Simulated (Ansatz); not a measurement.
Here is the system:

```yaml
crystal:
  lattice:
    - [2.31307, 4.62614, 2.31307]
    - [2.31307, -4.62614, 2.31307]
    - [4.62614, 2.31307, -2.31307]
  atoms:
    - { symbol: S, position: [0.16667, 0.50000, 0.66667] }
    - { symbol: O, position: [0.99491, 0.00000, 0.01018] }
    - { symbol: O, position: [0.33842, 0.00000, 0.32316] }
    - { symbol: O, position: [0.66667, 0.00000, 0.66667] }
    - { symbol: O, position: [0.50026, 0.50000, 0.99948] }
    - { symbol: O, position: [0.83307, 0.50000, 0.33385] }
    - { symbol: Li, position: [0.57635, 0.63894, 0.66667] }
    - { symbol: Li, position: [0.37352, 0.12054, 0.00391] }
    - { symbol: Li, position: [0.71076, 0.12054, 0.32943] }
    - { symbol: Li, position: [0.02633, 0.09125, 0.66667] }
    - { symbol: Li, position: [0.84885, 0.63885, 0.03080] }
    - { symbol: Li, position: [0.21299, 0.63885, 0.30254] }
    - { symbol: Li, position: [0.30700, 0.90875, 0.66667] }
    - { symbol: Li, position: [0.12035, 0.36115, 0.03080] }
    - { symbol: Li, position: [0.48448, 0.36115, 0.30254] }
    - { symbol: Li, position: [0.75698, 0.36106, 0.66667] }
    - { symbol: Li, position: [0.62257, 0.87946, 0.00391] }
    - { symbol: Li, position: [0.95981, 0.87946, 0.32943] }
```

Spin-polarised, with starting moments of sign S+ O0 O0 O0 O0 O0 Li+ Li0 Li0 Li+ Li+ Li+ Li+ Li+ Li+ Li+ Li0 Li0.

Level of theory: PBE (Ansatz, a quantum-chemistry and plane-wave program), scalar-relativistic without spin-orbit coupling. k-mesh 5×5×5 (Γ-centred); smearing 0.01 eV (Fermi–Dirac).

Estimate the pressure.

11.0 GPa.

What gap of the supercell does the calculation give?

4.18 eV.

The magnetic state is the one reached from the starting moments; the real material's order can differ, and small cells can't hold many antiferromagnetic ones. In so small a cell the defect repeats every few ångströms: this is an ordered compound, not a dilute defect. The defect started on the symmetric site and kept its symmetry, so it may sit on a saddle. Seeded moments were not kept for S on a O site. The cell was made from Li2O in the anti-fluorite structure (space group Fm-3m, No. 225) by this change: S on a O site. The defect cell is spin-polarised and ends with 0.0 μB.
